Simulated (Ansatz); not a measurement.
CsCl-type TmRh

Computed with PBEsol (Ansatz, a first-principles code, plane waves, PAW).

Numerical settings: plane-wave cutoff 500 eV, 16×16×16 k mesh, Fermi–Dirac smearing 0.1 eV, spin-polarised start, scalar-relativistic PAW data made under PBE.

Cell (relaxed at this level):

```cif
data_RhTm
_chemical_formula_sum 'Tm1 Rh1'
_space_group_name_H-M_alt 'Pm-3m'
_space_group_IT_number 221
_space_group_name_Hall '-P 4 2 3'
_cell_length_a 3.33665
_cell_length_b 3.33665
_cell_length_c 3.33665
_cell_angle_alpha 90.000
_cell_angle_beta 90.000
_cell_angle_gamma 90.000
loop_
_atom_site_label
_atom_site_type_symbol
_atom_site_symmetry_multiplicity
_atom_site_Wyckoff_symbol
_atom_site_fract_x
_atom_site_fract_y
_atom_site_fract_z
_atom_site_occupancy
Tm1 Tm 1 b 0.50000 0.50000 0.50000 1
Rh1 Rh 1 a 0.00000 0.00000 0.00000 1
```

```
Property  Value
--------  -----
band gap   none
```

Note: the magnetic order was assumed, not searched for or taken from measurement; the 4f shell is treated without U or exact exchange, so its levels and filling can be wrong.

Spin–orbit coupling is not included.

The computed numbers hold no vibrational or temperature effects.

Cost on a shared machine: roughly 4 core-minutes.
